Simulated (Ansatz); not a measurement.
A self-consistent single point of LuBi (I4mm, 2 atoms in the cell) with Ansatz (a quantum-chemistry and plane-wave program).

Level of theory: LDA (PW92), default PAW files made with PBE (plane waves; Ansatz).

The change in words: lattice scaled by 0.98; basis.ecutwfc: 420 eV → 295 eV. Reference geometry:
```
CELL_PARAMETERS angstrom
      0.00000     3.11748     3.11748
      3.11748     0.00000     3.11748
      3.11748     3.11748     0.00000
ATOMIC_POSITIONS crystal
  Lu 0.50802 0.50802 0.49198
  Bi 0.00000 0.00000 0.00000
```

Reference input (self-consistent single point, DFT, LDA (PW92), plane waves, default PAW files made with PBE): basis.ecutwfc = 420 eV; kpoints.mp_grid.grid = 9 9 9; hamiltonian.xc = lda; hamiltonian.pseudopotentials = {kind: paw} (the program's default PAW files); scf.occupations.method = fermi_dirac; scf.occupations.width = 0.1 eV. This run's input differs from it in these lines:

Ansatz 0.2 input:
```diff
@@ -2,10 +2,10 @@
   lattice:
-    - [0.00000000, 3.11747500, 3.11747500]
-    - [3.11747500, 0.00000000, 3.11747500]
-    - [3.11747500, 3.11747500, 0.00000000]
+    - [0.00000000, 3.05512600, 3.05512600]
+    - [3.05512600, 0.00000000, 3.05512600]
+    - [3.05512600, 3.05512600, 0.00000000]
   atoms:
-    - { symbol: Lu, position_ang: [3.11747500, 3.11747500, 3.16747306] }
+    - { symbol: Lu, position_ang: [3.05512600, 3.05512600, 3.10412411] }
     - { symbol: Bi, position_ang: [0.00000000, 0.00000000, 0.00000000] }
 basis:
-  ecutwfc: 420.0
+  ecutwfc: 295.0
 kpoints:
```

Output, abridged:

```
SCF iter   1: F=—  HF=-26580.248646 eV  |F-HF|=—  |Δ(HF+E_count)|=         —  Δρ=5.36e-3  dr2=6.88e-3  ethr=1.77e-3  ⟨swp⟩=4.2  Hψ=6424  notcnv=0
all-band conjugate gradients solve this SCF's bands
preconditioner: auto → Kerker (q_TF=auto, 2.572 Å⁻¹)
SCF iter   2: F=—  HF=-26580.247058 eV  |F-HF|=—  |Δ(HF+E_count)|=   1.59e-3  Δρ=3.21e-3  dr2=3.07e-3  ethr=1.72e-5  ⟨swp⟩=2.0  Hψ=3888  notcnv=0
SCF iter   3: F=—  HF=-26580.246216 eV  |F-HF|=—  |Δ(HF+E_count)|=   8.42e-4  Δρ=1.65e-3  dr2=8.03e-4  ethr=7.67e-6  ⟨swp⟩=2.1  Hψ=3118  notcnv=0
SCF iter   4: F=—  HF=-26580.245996 eV  |F-HF|=—  |Δ(HF+E_count)|=   2.20e-4  Δρ=6.09e-4  dr2=1.72e-4  ethr=2.01e-6  ⟨swp⟩=2.1  Hψ=3282  notcnv=0
SCF iter   5: F=—  HF=-26580.245940 eV  |F-HF|=—  |Δ(HF+E_count)|=   5.63e-5  Δρ=1.05e-4  dr2=1.08e-5  ethr=4.30e-7  ⟨swp⟩=2.0  Hψ=2551  notcnv=0
SCF iter   6: F=—  HF=-26580.245941 eV  |F-HF|=—  |Δ(HF+E_count)|=   9.07e-7  Δρ=2.64e-5  dr2=4.44e-7  ethr=2.69e-8  ⟨swp⟩=2.0  Hψ=3320  notcnv=0
SCF iter   7: F=-26580.245941 eV  HF=-26580.245941 eV  |F-HF|=2.25e-8  |Δ(HF+E_count)|=   2.11e-8  Δρ=7.03e-6  dr2=4.37e-8  ethr=2.50e-10  ⟨swp⟩=5.9  Hψ=8184  notcnv=0
SCF 1 converged in 7 iterations: F = -26580.245941 eV  dr2 = 4.37e-8
Free energy (F): -26580.245941 eV
Internal energy: -26580.233941 eV  (E = F + TS)
E sigma→0 (E₀):  -26580.239941 eV
Entropy (-TS):   -0.011999 eV (-6.000 meV/atom)
Fermi energy:    13.158907 eV
--- Forces (eV/Å), atoms counted from 1 ---
  atom   1  Lu     0.00000000     0.00000000    -0.24951348
  atom   2  Bi     0.00000000     0.00000000     0.24951464
--- Stress (GPa, compression-positive) ---
       -1.329105       0.000000       0.000000
        0.000000      -1.329105       0.000000
        0.000000       0.000000      -1.127046
  P = ⅓ Tr σ = -1.2618 GPa (-12.618 kbar)
  The stress holds the Pulay correction. Without it, at fixed plane waves, as pw.x and ABINIT print it: P = -6.9940 GPa
```

The run converged in 7 iterations. Against the reference run the free energy goes up by 54.5 meV/atom, the pressure goes from -4.66 to -1.26 GPa and the largest force goes from 0.192 to 0.250 eV/Å.

The starting cell comes from a database of computed structures (which also holds hypothetical and non-ambient phases and stackings), without a prior relaxation at this level. Its lattice was rescaled by up to half a per cent. One atom was moved a little off its site on purpose. For this run, on top of that: lattice scaled by 0.98. Ansatz's pressure includes its estimate of the finite-basis (Pulay) stress. Without the estimate this run gives -6.99 GPa. The cutoff lies below the one recommended for these files.
